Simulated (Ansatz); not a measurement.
For MgAl₃N₃O (model structure, Pm, No. 6, 8 atoms in the cell), PBEsol in Ansatz (plane waves, PAW) gives:

| Property | Value |
|---|---|
| bulk modulus B0 | 164 GPa |
| cohesive energy | 5.70 eV/atom |
| band gap | 1.80 eV |

**Question.** What does r²SCAN (Ansatz, a first-principles code, PAW) give for the same quantities?

**Answer.** 
- bulk modulus: 173 GPa (goes up by 5.5 %)
- cohesive energy: 5.47 eV/atom (shrinks by 0.23 eV/atom)
- band gap: 2.48 eV (grows by 0.68 eV)

Changes are worked out from the printed values.

Unless a cell is named, each level is at its own relaxed cell (PBEsol 10.93, r²SCAN 10.87 Å³/atom).

Density-functional gaps are differences of (generalised) Kohn–Sham levels.

Caveats: the bulk modulus is −V dP/dV from two relaxed cells at ±2 % in volume (PBEsol, r²SCAN). Ansatz's density-functional and Hartree–Fock values are scalar-relativistic unless marked +SOC, with PAW data made under PBE.

A model structure was made by putting elements into a prototype or built by hand; it is no filed structure, need not be a known phase, and can be a saddle point held by its symmetry.
